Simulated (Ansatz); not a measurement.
A self-consistent single point of a (111) slab of YMgNi4 (cut from a parent of space group no. 216; 12 atoms in the cell) with Ansatz (a quantum-chemistry and plane-wave program).

Method: PBEsol, default PAW files made with PBE (plane waves; Ansatz).

```
CELL_PARAMETERS angstrom
      4.92380     0.00000     0.00000
      2.46190     4.26414     0.00000
      0.00000     0.00000    21.51931
ATOMIC_POSITIONS crystal
  Mg 0.07352 0.07352 0.34777
  Mg 0.40686 0.40686 0.53460
  Ni 0.07766 0.57146 0.41754
  Ni 0.57146 0.07766 0.41754
  Ni 0.40686 0.40686 0.32529
  Ni 0.57146 0.57146 0.41754
  Ni 0.41099 0.90479 0.60437
  Ni 0.90479 0.41099 0.60437
  Ni 0.74019 0.74019 0.51211
  Ni 0.90479 0.90479 0.60437
  Y  0.07352 0.07352 0.48789
  Y  0.40686 0.40686 0.67471
```
Moments meant for the start (each program seeds them in its own way; μB, in the order of the atoms Mg Mg Ni Ni Ni Ni Ni Ni Ni Ni Y Y): 0.0 0.0 2.0 2.0 2.0 2.0 2.0 2.0 2.0 2.0 0.0 0.0.

Reference input (self-consistent single point, DFT, PBEsol, plane waves, default PAW files made with PBE): basis.ecutwfc = 420 eV; kpoints.mp_grid.grid = 4 4 1; hamiltonian.xc = pbesol; hamiltonian.pseudopotentials = {kind: paw} (the program's default PAW files); magnetization.spin_polarized = true; scf.occupations.method = fermi_dirac; scf.occupations.width = 0.1 eV. This run's input differs from it in these lines:

Ansatz 0.2 input:
```diff
@@ -19,3 +19,3 @@
 basis:
-  ecutwfc: 420.0
+  ecutwfc: 210.0
 kpoints:
```

The program printed (abridged):

```
SCF iter   1: F=—  HF=-57777.653819 eV  |F-HF|=—  |Δ(HF+E_count)|=         —  Δρ=1.34e-1 (↑1.34e-1 ↓3.83e-2)  dr2=6.62e1  dr2_m=2.34e1  M=5.796 μB ∫|m|=6.941 μB  β_m=0.30  ethr=3.10e-3  ⟨swp⟩=9.5  Hψ=4650  notcnv=0  defer=29
Mixer restart at iter 1: flushing history
all-band conjugate gradients solve this SCF's bands
preconditioner: auto → LDOS
spin=Collinear: LDOS preconditioning applied to the charge; magnetization (m = ρ↑ − ρ↓) channel mixes plain (no charge-response kernel on spin).
   [... lines left out ...]
SCF iter  17: F=—  HF=-57766.861262 eV  |F-HF|=—  |Δ(HF+E_count)|=   1.12e-8  Δρ=1.19e-6 (↑1.19e-6 ↓6.50e-7)  dr2=6.58e-9  dr2_m=2.78e-9  M=0.410 μB ∫|m|=0.494 μB  β_m=0.76  ethr=2.62e-11  ⟨swp⟩=2.0  Hψ=1347  notcnv=0  defer=88
SCF iter  18: F=-57766.861262 eV  HF=-57766.861262 eV  |F-HF|=1.89e-8  |Δ(HF+E_count)|=   2.16e-9  Δρ=1.24e-6 (↑1.09e-6 ↓1.24e-6)  dr2=2.13e-8  dr2_m=9.21e-11  M=0.410 μB ∫|m|=0.493 μB  ethr=3.54e-12  ⟨swp⟩=11.6  Hψ=4156  notcnv=0
SCF 1 converged in 18 iterations: F = -57766.861262 eV  dr2 = 2.13e-8
Crystal: 12 atoms, lattice volume = 451.814 Å³
Starting moments: Σ|m| = 18 μB on 10 of 12 sites
SCF iter   1: F=—  HF=-57779.954293 eV  |F-HF|=—  |Δ(HF+E_count)|=         —  Δρ=1.04e-1 (↑8.69e-2 ↓1.04e-1)  dr2=9.35e1  dr2_m=3.28e1  M=4.204 μB ∫|m|=5.200 μB  β_m=0.30  ethr=3.10e-3  ⟨swp⟩=10.0  Hψ=4699  notcnv=0  defer=29
preconditioner: auto → LDOS
spin=Collinear: LDOS preconditioning applied to the charge; magnetization (m = ρ↑ − ρ↓) channel mixes plain (no charge-response kernel on spin).
   [... lines left out ...]
spin-set hold released at iteration 10 (site moments contracting)
iter 29 did not close the SCF: its close was put off for a magnetic moment that had not settled (scf_convergence_deferred on its scf_iter line)
iter 30 did not close the SCF: its close was put off for a magnetic moment that had not settled (scf_convergence_deferred on its scf_iter line)
WARN: the starting moments were not kept: the SCF closed with an absolute magnetisation of 4.9e-1 μB, where they sum to 16 μB in size (8 sites) …
Absolute magnetization: 0.4938 μB (∫|ρ↑−ρ↓|, with the PAW one-centre terms)
Free energy (F): -57766.861262 eV
Fermi energy:    3.302486 eV
   [... lines left out ...]
  atom  12  Y     -0.00000000     0.00000000    -0.04473513
--- Stress (GPa, compression-positive) ---
       -4.560444       0.000000      -0.000000
        0.000000      -4.560444       0.000000
       -0.000000      -0.000000      -3.347694
  P = ⅓ Tr σ = -4.1562 GPa (-41.562 kbar)
  The stress holds the Pulay correction. Without it, at fixed plane waves, as pw.x and ABINIT print it: P = -157.1518 GPa
```

The run converged, with 49 iterations in all over 2 SCF loops.  The full log also holds: “iter 29 did not close the SCF: its close was put off for a magnetic moment that had not settled (scf_convergence_deferred on its scf_iter line)”. The full log also holds: “iter 30 did not close the SCF: its close was put off for a magnetic moment that had not settled (scf_convergence_deferred on its scf_iter line)”.

The starting cell comes from a database of computed structures (which also holds hypothetical and non-ambient phases and stackings), without a prior relaxation at this level. The slab is cut from that crystal, and its faces are unrelaxed. Its lattice was rescaled by up to half a per cent. The moments shrank to a small part of their start, a low-spin state that need not be the lowest. The program warned that a starting moment was not kept. The two faces of this cut differ, and no dipole correction was used. Forces in this geometry exceed 1 eV/Å. The cutoff lies below the one recommended for these files.

These are the values that this program gave, and no reference: magnetic slabs can end in a higher state.

Cost on one core of a shared machine: roughly 2 min.
